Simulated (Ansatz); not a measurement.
The parent structure is ZnS in the zinc blende structure (space group F-43m, No. 216; a = 5.297 Å).

Computed with LDA (Ansatz, an electronic-structure program, PAW, spin-orbit coupling left out).

For the base:

| Quantity | Value |
|---|---|
| Electron mass | 0.17 mₑ (at Γ) |

One thing is altered: an isotropic linear strain of −2.00 %; the atoms relax in the strained cell.

Q: How does this affect the mean gap deformation potential ΔEg/Δln V?

A: The mean gap deformation potential ΔEg/Δln V comes out as -4.6 eV.

Q: What happens to the electron mass?

A: The electron mass changes from 0.17 mₑ (at Γ) to 0.18 mₑ (at Γ).

Effective masses come from finite differences of ±0.01 Å⁻¹. Stability against distortions was not tested.
